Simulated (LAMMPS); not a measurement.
MD of SiC (zinc blende) at zero pressure, 1000 atoms, as a crystal; each row is its own run.

Computed with classical MD, pair style gw, file SiC.gw; code LAMMPS.

| T (K) | volume (Å³/atom) |
|---|---|
| 200 | 10.375 |
| 1300 | 10.459 |
| 1740 | 10.472 |
| 2180 | 10.511 |
| 2610 | 10.558 |
| 3040 | 10.614 |
| 3480 | 10.722 |

Q: Fit a straight line, y = a + b x, to these rows (x is the first column, y the second) and predict the run at x = 300.

A: Least squares gives a = 10.326 and b = 9.809e-5. At x = 300 the fit predicts 10.356 Å³/atom. The run itself gave 10.3826 ± 0.0002 Å³/atom, so the fit is 0.26 % low.

Caution (rows 200; 300): nuclei are classical, which matters for such light atoms.

Caution (row 3480): this crystal lies over the melting point of about 3090 K that SiC.gw gives, so it is superheated.
